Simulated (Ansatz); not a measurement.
InAs (model structure, started from the BeO type, P4₂/mnm, No. 136, 8 atoms in the cell), treated with r²SCAN+rVV10 (Ansatz, a first-principles code, plane waves, PAW).

Run with plane-wave cutoff 560 eV, 6×6×8 k mesh (along the axes of the cell as run), Fermi–Dirac smearing 0.01 eV, scalar-relativistic PAW data made under PBE.

Cell (relaxed at this level):

```
InAs
1.0
    7.41480     0.00000     0.00000
    0.00000     7.41480     0.00000
    0.00000     0.00000     4.31455
In As
4 4
Direct
  0.32250   0.67750   0.00000
  0.67750   0.32250   0.00000
  0.82250   0.82250   0.50000
  0.17750   0.17750   0.50000
  0.31834   0.31834   0.00000
  0.68166   0.68166   0.00000
  0.18166   0.81834   0.50000
  0.81834   0.18166   0.50000
```

Predict the band gap.


- band gap = 0.26 eV

Note: the relaxation could raise the start's symmetry but not lower it, so the cell can be a saddle point.

Spin–orbit coupling is not included.

Static lattice: no zero-point or thermal effects.

A model structure was made by putting elements into a prototype or built by hand; it is no filed structure, need not be a known phase, and can be a saddle point held by its symmetry.
